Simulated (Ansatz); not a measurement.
Start from BP in the zinc blende structure (space group F-43m, No. 216; a = 4.520 Å). Axes: x, y, z lie along the cube axes.

The change: uniaxial strain ε_xx = −1.18 %, all other strain components held at zero, atoms relaxed at fixed cell.

Levels (all Ansatz, a first-principles code, PAW): PBEsol (420 eV, no spin-orbit coupling); PBEsol+SOC (420 eV, noncollinear with spin-orbit coupling).

The geometry is relaxed with PBEsol.

| Quantity | Value |
|---|---|
| PBEsol lowest conduction level above the VBM at special points | M 1.02 eV; X 1.15 eV; S₀ 1.80 eV; S 1.80 eV |
| PBEsol smallest direct gap | 3.28 eV |
| PBEsol pressure | 2.05 GPa |
| PBEsol hole mass | 0.36 mₑ along x, 0.24 mₑ across (at Γ) |

Q: How does going to PBEsol+SOC change the lowest conduction level above the VBM at special points, smallest direct gap, pressure and hole mass?

A: The lowest conduction level above the VBM at special points becomes M 1.01 eV; X 1.15 eV; S₀ 1.80 eV; S 1.80 eV (PBEsol: M 1.02 eV; X 1.15 eV; S₀ 1.80 eV; S 1.80 eV); the smallest direct gap falls by 0.01 eV (3.28 eV → 3.27 eV); the pressure stays 2.05 GPa; the hole mass goes from 0.36 mₑ along x, 0.24 mₑ across (at Γ) to 0.35 mₑ along x, 0.24 mₑ across (at Γ).

Single points use the geometry relaxed with PBEsol. The spin-orbit shifts are approximate. Masses are band curvatures over ±0.01 Å⁻¹ around the edge. Stability against distortions was not tested. Labels are those of the standard path for the cell's own space group.
